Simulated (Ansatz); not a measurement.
The parent structure is a 16-atom supercell of ZnSnP2 in the chalcopyrite structure (space group I-42d, No. 122; a = 5.7023 Å, c = 11.4355 Å) at its relaxed geometry.

All numbers come from plane-wave PAW DFT at the PBE level (Ansatz, a program for electronic structure, 420 eV), spin-orbit coupling left out.

Before the change:

| Item | Result |
|---|---|
| Mean distance from the defect site to its nearest host atoms | 2.55 Å |
| Pressure | 0.0 GPa |

The change: a neutral Zn on a Sn site (antisite), atoms relaxed at fixed cell, starting from a slightly rattled geometry.

Tabulated Pauling electronegativity and covalent radius: Sn 1.96, 1.39 Å; Zn 1.65, 1.22 Å.

Q: How does this affect the mean distance from the defect site to its nearest host atoms?

A: The mean distance from the defect site to its nearest host atoms shrinks by 0.12 Å to 2.43 Å.

Q: What happens to the pressure?

A: The pressure goes from zero to -2.2 GPa.

Q: What does the calculation give for the largest displacement of a host atom from its site in the perfect cell after the change?

A: The largest displacement of a host atom from its site in the perfect cell amounts to 0.13 Å.

The magnetic state is the one reached from the starting moments; the real material's order can differ, and small cells can't hold many antiferromagnetic ones. In so small a cell the defect repeats every few ångströms: this is an ordered compound, not a dilute defect. A case with no gap was solved on a k-mesh chosen for an insulator, which is coarse for it. Seeded moments were not kept for Zn on a Sn site (antisite). The defect cell is spin-polarised and ends with 0.0 μB.
